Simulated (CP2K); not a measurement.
A self-consistent single point of SrCaI₄ (P1, 6 atoms in the cell) with CP2K.

Method of the run: LDA (Pade form), GPW, DZVP-MOLOPT-SR-GTH basis, GTH-PADE potentials (GTH_POTENTIALS) in CP2K.

```
SrCaI4
1.0
    7.28074     0.00000     0.00000
    0.00000     4.66211     0.00000
   -0.03196     0.00000     8.10929
Sr Ca I
1 1 4
Direct
  0.00132   0.00308   0.99831
  0.00124   0.50009   0.49820
  0.23815   0.99865   0.34718
  0.76100   0.00304   0.65275
  0.24960   0.50046   0.82449
  0.74868   0.49467   0.17907
```

Reference input (self-consistent single point, DFT PBEsol, GPW, DZVP-MOLOPT-SR-GTH basis, GTH-PBE potentials (GTH_POTENTIALS)): CUTOFF = 500 Ry; REL_CUTOFF = 60 Ry; KPOINTS/SCHEME = MACDONALD 2 3 2 0.25 0 0.25; XC_FUNCTIONAL = PBE:PBESOL; Sr/BASIS_SET = DZVP-MOLOPT-SR-GTH-q10; Sr/POTENTIAL = GTH-PBE-q10; Ca/BASIS_SET = DZVP-MOLOPT-SR-GTH-q10; Ca/POTENTIAL = GTH-PBE-q10; I/BASIS_SET = DZVP-MOLOPT-SR-GTH-q7; I/POTENTIAL = GTH-PBE-q7; METHOD = GPW; EPS_DEFAULT = 1e-11. This run's input differs from it in these lines:

```diff
@@ -39,6 +39,3 @@
     &XC
-      &XC_FUNCTIONAL
-        &PBE
-          PARAMETRIZATION PBESOL
-        &END PBE
+      &XC_FUNCTIONAL PADE
       &END XC_FUNCTIONAL
@@ -78,3 +75,3 @@
       BASIS_SET DZVP-MOLOPT-SR-GTH-q10
-      POTENTIAL GTH-PBE-q10
+      POTENTIAL GTH-PADE-q10
     &END KIND
@@ -82,3 +79,3 @@
       BASIS_SET DZVP-MOLOPT-SR-GTH-q10
-      POTENTIAL GTH-PBE-q10
+      POTENTIAL GTH-PADE-q10
     &END KIND
@@ -86,3 +83,3 @@
       BASIS_SET DZVP-MOLOPT-SR-GTH-q7
-      POTENTIAL GTH-PBE-q7
+      POTENTIAL GTH-PADE-q7
     &END KIND
```

The program printed (abridged):

```
 SCF WAVEFUNCTION OPTIMIZATION

  Step     Update method      Time    Convergence         Total energy    Change
     1 NoMix/Diag. 0.30E+00      -     2.08375876      -114.0285728117 -1.14E+02
     2 Broy./Diag. 0.30E+00      -     0.00971343      -113.8086204373  2.20E-01
     3 Broy./Diag. 0.30E+00      -     0.03204671      -113.8492979061 -4.07E-02
     4 Broy./Diag. 0.30E+00      -     0.00244521      -113.9864077772 -1.37E-01
     5 Broy./Diag. 0.30E+00      -     0.00314037      -113.9881687114 -1.76E-03
     6 Broy./Diag. 0.30E+00      -     0.00138036      -113.9693528305  1.88E-02
   [... 11 lines left out ...]
    18 Broy./Diag. 0.30E+00      -     0.00000029      -113.9588576614  3.50E-06
    19 Broy./Diag. 0.30E+00      -     0.00000028      -113.9588544196  3.24E-06
    20 Broy./Diag. 0.30E+00      -     0.00000017      -113.9588549105 -4.91E-07
    21 Broy./Diag. 0.30E+00      -     0.00000006      -113.9588556972 -7.87E-07
  *** SCF run converged in    21 steps ***

  Overlap energy of the core charge distribution:               0.00000000000000
  Self energy of the core charge distribution:               -229.83492329781996
  Core Hamiltonian energy:                                     48.96356639154985
  Hartree energy:                                              85.17777300468860
  Exchange-correlation energy:                                -18.26527179556910

  Total energy:                                              -113.95885569715061

 ENERGY| Total FORCE_EVAL ( QS ) energy [hartree]           -113.958855655924879

 FORCES| Atomic forces [hartree/bohr]
 FORCES|   Atom     x               y               z               |f|
 FORCES|      1 -1.63034030E-03 -1.15193613E-03  1.10146662E-03   2.27995505E-03
   [... lines left out ...]

 STRESS| Analytical stress tensor [bar]
 STRESS|                        x                   y                   z
 STRESS|      x       -1.60747013907E+04  -1.27382746646E+02  -8.58601702004E+02
 STRESS|      y       -1.27382746646E+02  -1.72648935733E+04   2.98976272409E+00
 STRESS|      z       -8.58601702004E+02   2.98976272409E+00  -1.95420084231E+04
 STRESS| 1/3 Trace                                            -1.76272011291E+04
```

The run converged in 21 iterations. Against the reference run the pressure goes from -0.63 to -1.76 GPa, the largest force goes from 0.147 to 0.292 eV/Å and the gap on the mesh goes from 3.665 to 3.602 eV.

The starting cell comes from a database of computed structures (which also holds hypothetical and non-ambient phases and stackings), without a prior relaxation at this level. Its atoms were displaced at random from the sites of space group no. 10. Spin-orbit coupling is off. Values carry the incompleteness of an atom-centred basis.
